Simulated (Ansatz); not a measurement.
An Ansatz (a first-principles code) run: BaTiO3 with a change (isotropic strain −0.60 %); r2SCAN (Ansatz; PAW; 500 eV plane waves; scalar-relativistic without spin-orbit coupling).

Input:

Ansatz 0.2 input:
```yaml
crystal:
  lattice:
    - [3.9700690397, 0, 0]
    - [0, 3.9700690397, 0]
    - [0, 0, 3.9700690397]
  atoms:
    - { symbol: Ba, position: [0, 0, 0] }
    - { symbol: Ti, position: [0.5, 0.5, 0.5] }
    - { symbol: O, position: [0, 0.5, 0.5] }
    - { symbol: O, position: [0.5, 0.5, 0] }
    - { symbol: O, position: [0.5, 0, 0.5] }
basis: { ecutwfc: 500, ecutrho_ratio: 4, xc_grid: 4, fft_grid_basis: typed }
kpoints: { mp_grid: { grid: [8, 8, 8] } }
hamiltonian:
  xc: r2scan
  dispersion: none
  pseudopotentials: { kind: paw }
scf: { occupations: { method: fermi_dirac, width: 0.05 }, convergence: { dr2_threshold: 0.0000000005 } }
relax: { f_tol: 0.005, max_steps: 50 }
output: { forces: true, stress: true }
checkpoint: { write: state.ck, write_every: 1000 }
```

Output:

```
Relaxation: its limit of steps is 50 (relax.max_steps)
WARN ansatz: RAYON_NUM_THREADS=1 ignored (pool sized by the plan → 1); use --threads N
Pseudopotentials: kind: paw
Pseudopotential: Ba, paw, valence charge 10
Pseudopotential: Ti, paw, valence charge 12
Pseudopotential: O, paw, valence charge 6
Functional definition: r2SCAN
Crystal: 5 atoms, lattice volume = 62.574 Å³
Basis set: ecut = 500 eV, 1575 PW (Γ), exchange–correlation on 120×120×120 points (64 copies of the dense FFT grid, shifted against one another)
Bands: 25, of which v1, the nominal top of the filled ones, is band 20 counted from 1 (19 counted from 0)
Symmetry: 48 space group operations
Space group: Pm-3m (ITA 221), of the structure as read, at distance tolerance 4.0e-5 Å
k-points: 35 of 512
PAW frozen core: Ba, regenerated for the run's functional
PAW frozen core: Ti, regenerated for the run's functional
PAW frozen core: O, regenerated for the run's functional
Initial density: superposition of atomic densities (neutral atoms: chi_scale 0, normalization atom), corrected by the library's trained network
Initial wavefunctions: pseudopotential atomic-orbital guess
Eigensolver: davidson
Functional: x = r2scan, c = r2scan; τ floored in thin density (d = 2e-4 eV/Å³)
SCF iter   1: F=—  HF=-10183.675939 eV  |F-HF|=—  |Δ(HF+E_count)|=         —  Δρ=2.18e-2  dr2=3.69e-1  dr2_τ=2.50e-1  ethr=1.77e-3  ⟨swp⟩=6.1  Hψ=4400  notcnv=0
all-band conjugate gradients solve this SCF's bands
preconditioner: auto → Resta (q_TF=auto, 2.532 Å⁻¹)
SCF iter   2: F=—  HF=-10183.788141 eV  |F-HF|=—  |Δ(HF+E_count)|=   1.12e-1  Δρ=1.07e-2  dr2=4.15e-2  dr2_τ=1.91e-2  ethr=9.22e-4  ⟨swp⟩=3.5  Hψ=1992  notcnv=0  defer=32
SCF iter   3: F=—  HF=-10183.782843 eV  |F-HF|=—  |Δ(HF+E_count)|=   5.30e-3  Δρ=3.67e-3  dr2=5.52e-3  dr2_τ=4.19e-4  ethr=1.04e-4  ⟨swp⟩=2.0  Hψ=1315  notcnv=0  defer=32
SCF iter   4: F=—  HF=-10183.782125 eV  |F-HF|=—  |Δ(HF+E_count)|=   7.17e-4  Δρ=1.51e-3  dr2=9.87e-4  dr2_τ=1.51e-4  ethr=1.38e-5  ⟨swp⟩=2.0  Hψ=1513  notcnv=0  defer=32
SCF iter   5: F=—  HF=-10183.781979 eV  |F-HF|=—  |Δ(HF+E_count)|=   1.47e-4  Δρ=3.17e-4  dr2=4.72e-5  dr2_τ=3.78e-6  ethr=2.47e-6  ⟨swp⟩=2.7  Hψ=1331  notcnv=0  defer=32
SCF iter   6: F=—  HF=-10183.781981 eV  |F-HF|=—  |Δ(HF+E_count)|=   2.02e-6  Δρ=7.68e-5  dr2=4.29e-6  dr2_τ=2.71e-7  ethr=1.18e-7  ⟨swp⟩=2.4  Hψ=1345  notcnv=0  defer=32
SCF iter   7: F=—  HF=-10183.781978 eV  |F-HF|=—  |Δ(HF+E_count)|=   2.78e-6  Δρ=6.98e-6  dr2=2.25e-8  dr2_τ=7.03e-9  ethr=1.07e-8  ⟨swp⟩=2.4  Hψ=1347  notcnv=0  defer=32
SCF iter   8: F=—  HF=-10183.781980 eV  |F-HF|=—  |Δ(HF+E_count)|=   2.33e-6  Δρ=3.19e-6  dr2=6.76e-9  dr2_τ=3.11e-10  ethr=5.64e-11  ⟨swp⟩=2.0  Hψ=1361  notcnv=0  defer=32
SCF iter   9: F=-10183.781980 eV  HF=-10183.781980 eV  |F-HF|=5.46e-12  |Δ(HF+E_count)|=  1.64e-11  Δρ=2.82e-7  dr2=3.97e-11  dr2_τ=1.27e-12  ethr=1.25e-12  ⟨swp⟩=3.1  Hψ=3266  notcnv=0
SCF 1 converged in 9 iterations: F = -10183.781980 eV  dr2 = 3.97e-11
relax step   1: F+E_penalty+E_count = -10183.78198035 eV  Δ(F+E_penalty+E_count) = +0.000e0 eV  max|allowed force component| = 1.596e-29 eV/Å  Δτ_max = 0.0000 Å  (9 SCF iters, accepted)
Crystal: 5 atoms, lattice volume = 62.574 Å³
Initial density: handed on by an earlier stage of this run
Initial wavefunctions: those handed on with the density
iter 1 solved again at ethr=1.00e-12 eV; its pass at ethr=3.10e-3 eV (dr2=4.04e-11 eV) is discarded
SCF iter   1: F=—  HF=-10183.781980 eV  |F-HF|=—  |Δ(HF+E_count)|=         —  Δρ=2.82e-7  dr2=3.97e-11  dr2_τ=1.27e-12  ethr=1.00e-12  ⟨swp⟩=1.4  Hψ=3881  notcnv=0  defer=14
preconditioner: auto → Resta (q_TF=auto, 2.532 Å⁻¹)
SCF iter   2: F=-10183.781980 eV  HF=-10183.781980 eV  |F-HF|=3.64e-12  |Δ(HF+E_count)|=  5.46e-12  Δρ=1.49e-7  dr2=1.25e-11  dr2_τ=2.08e-12  ethr=1.00e-12  ⟨swp⟩=3.5  Hψ=2444  notcnv=0
SCF 2 converged in 2 iterations: F = -10183.781980 eV  dr2 = 1.25e-11
the relaxation is at rest under the 48 symmetry operations that the run kept from its start: a minimum is not shown …
SCF converged after 2 iterations
Free energy (F): -10183.781980 eV
Harris-Foulkes:  -10183.781980 eV  (|F-HF|=3.64e-12)
Internal energy: -10183.781980 eV  (E = F + TS)
E sigma→0 (E₀):  -10183.781980 eV
Fermi energy:    11.468656 eV
--- Per-component energies (eV) ---
  E_band       = -159.686026
  E_kinetic    = 976.233713
  E_local      = -2062.259365  (includes V_loc(G=0)·N_el)
  E_nonlocal   = 199.500686
  E_hartree    = 808.228372
  E_xc         = -476.114648
  E_vxc        = -605.239761  (∫ρ·V_xc dr)
  E_paw        = -6785.181073  (= ΣΔE_a)
  E_vpaw       = -321.066737  (= ΣTr[D̂ρ^β])
  E_aug_tail   = 0.003283  (compensation charges beyond the density's cutoff)
  E_vtau       = 36.685336  (kinetic-family band-sum trace: ∫τ·v_τ [+ j·A + Jᵃ·Aᵃ] dr)
  E_ewald      = -2843.914082
  E_core_change = -0.278864  (= ΣΔE_core)
  E_smearing   = -0.000000  (= −TS)
  E_closure    = 0.000000  (closes the sum)
  Σ components = -10183.781980   (vs F -10183.781980, Δ=0.00e0)
  [band-id]    e_kinetic+e_local+e_nonlocal+2·e_hartree+e_vxc+e_vpaw+e_augmentation_tail+e_vtau = -159.686102   (vs E_band -159.686026, Δ=-7.60e-5)
--- Forces (eV/Å), atoms counted from 1 ---
  atom   1  Ba     0.00000000    -0.00000000     0.00000000
  atom   2  Ti     0.00000000    -0.00000000    -0.00000000
  atom   3  O      0.00000000    -0.00000000     0.00000000
  atom   4  O      0.00000000    -0.00000000    -0.00000000
  atom   5  O      0.00000000    -0.00000000     0.00000000
  max |Σ_I F_I| component: 9.32e-29 eV/Å
--- Stress (GPa, compression-positive) ---
        3.399115       0.000000       0.000000
        0.000000       3.399115       0.000000
        0.000000       0.000000       3.399115
  P = ⅓ Tr σ = 3.3991 GPa (33.991 kbar)
  The stress holds the Pulay correction. Without it, at fixed plane waves, as pw.x and ABINIT print it: P = 3.3347 GPa
  The stress includes an estimate of the error left by incomplete SCF convergence (largest component 0.0000 GPa).
--- Band table ---
  band table: none
--- Relaxed structure (1 steps of the walk, 1 accepted, 0 SCFs on fresh bases) ---
  F+E_penalty+E_count = -10183.78198035 eV   max|allowed force component| = 1.596e-29 eV/Å
  atoms:
    - { symbol: Ba, position: [0.0, 0.0, 0.0] }
    - { symbol: Ti, position: [0.5, 0.5, 0.5] }
    - { symbol: O, position: [0.0, 0.5, 0.5] }
    - { symbol: O, position: [0.5, 0.5, 0.0] }
    - { symbol: O, position: [0.5, 0.0, 0.5] }
```

Stability against distortions was not tested. All final runs are without spin polarisation. The cell was made from BaTiO3 in the cubic perovskite structure (space group Pm-3m, No. 221) by this change: isotropic strain −0.60 %. Many cubic perovskites are stable only at high temperature; tilts and polar distortions were not tested. This is not the structure that BaTiO3 has at room temperature and ambient pressure.
